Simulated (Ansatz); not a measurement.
**Formation energy of W_Cu in Cu (fcc, Fm-3m): levels of theory**

This concerns the formation energy of W_Cu in Cu (fcc, Fm-3m). Reaction: 63 Cu (fcc) + W (bcc) → cell A.

A: a supercell of 64 sites of Cu (fcc, Fm-3m) with W on a Cu site (12 Cu at 2.60 Å); spin state with PBE: run without spin.

Method: Ansatz (a program for electronic structure), PAW, neutral cells at 0 K with nuclei at rest, on structures from PBE. Ansatz runs with its PAW set soft_1. Other levels take these structures. The lattices are those relaxed with PBE, so at other levels the solids can be strained, which adds to the spread. Larger cells are relaxed from a start prepared with the learned potential CHGNet, on a coarser mesh till forces fall under 0.03 eV/Å, which some starts already meet. A dispersion term (D3(BJ), or D4 for r2SCAN) was computed beside these levels and is taken off wherever the name lacks it. Space groups of crystals are read within 0.01 Å. Spin-orbit coupling is left out. Mesh and cell size may move defect energies by 0.1 eV or more. Cell A has symmetry Fm-3m within 0.02 Å and got no random move, so less symmetric positions, which may lie lower, weren't tried.

| Method | value (eV) |
|---|---|
| PBE | 2.24 |
| PBE+D3(BJ) | 2.04 |
| r2SCAN+D4 | ___ |

Question: Some entries are withheld; supply them.

Answer: 
- r2SCAN+D4, value (eV): 2.22

The levels shown span 0.20 eV, from PBE+D3(BJ) (2.04) to PBE (2.24).
